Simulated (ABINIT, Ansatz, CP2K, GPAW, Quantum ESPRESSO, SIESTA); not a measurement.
One structure in several programs: Rb3Ba (Fm-3m, 4 atoms in the cell)

Self-consistent single point.

```
Rb3Ba
1.0
    0.00000     5.46259     5.46259
    5.46259     0.00000     5.46259
    5.46259     5.46259     0.00000
Rb Ba
3 1
Direct
  0.25000   0.25000   0.25000
  0.75000   0.75000   0.75000
  0.50000   0.50000   0.50000
  0.00000   0.00000   0.00000
```

All programs got the same cell, k-point mesh and kind of occupations (in Ansatz's words: kpoints.mp_grid.grid = 4 4 4; scf.occupations.method = fermi_dirac; scf.occupations.width = 0.05 eV); potentials, basis and cutoffs are each program's usual ones.

```
code                                                                                                                                      model  pressure (GPa)  k-points       cutoff
----------------  -----------------------------------------------------------------------------------------------------------------------------  --------------  --------  -----------
Ansatz                                                                                                          PBEsol, PAW files made with PBE           -0.11         8       420 eV
Quantum ESPRESSO                                                          PBEsol, PseudoDojo standard norm-conserving (PBESOL) pseudopotentials           -0.11         8        60 Ry
GPAW                                                                                      PBEsol, GPAW PAW datasets PBEsol (made by gpaw-setup)           -0.12         8       600 eV
ABINIT                                                           PBEsol, norm-conserving pseudopotentials (PseudoDojo nc-sr-04 PBEsol standard)           -0.11         8        28 Ha
SIESTA            GGA PBEsol, numerical atomic orbitals DZP, PseudoDojo PBEsol standard norm-conserving potentials (rewritten from UPF to PSML)            0.54        44  grid 300 Ry
CP2K                                                                 PBEsol, GPW, DZVP-MOLOPT-PBE-GTH basis, GTH-PBE potentials (POTENTIAL_UZH)            0.07        36  grid 500 Ry
```

The spread over the programs that give each value: pressure within 0.66 GPa.

The starting cell comes from a database of computed structures (which also holds hypothetical and non-ambient phases and stackings), without a prior relaxation at this level. Its lattice was rescaled by a random factor within 2.5 % of one.

### Question
Why do the programs differ, and what cannot be compared?

### Answer
Differences of this kind can come from the potentials, where these differ, and from what each basis and cutoff leave unconverged. The zero of total energies and Fermi levels follows the potentials and each program's conventions, so they are not compared here. SIESTA and CP2K use small atom-centred bases, whose incompleteness enters pressures, forces and empty levels differently from a plane-wave cutoff. Ansatz's pressure is given at a fixed set of plane waves, as the other plane-wave codes print theirs. The programs reduce the same mesh by symmetry to different extents, which changes the work and not the result.

Left out of this page: FLEUR (not drawn, or without a comparable value).

Ansatz is a quantum-chemistry and plane-wave program.

Keys are those of Ansatz 0.2.
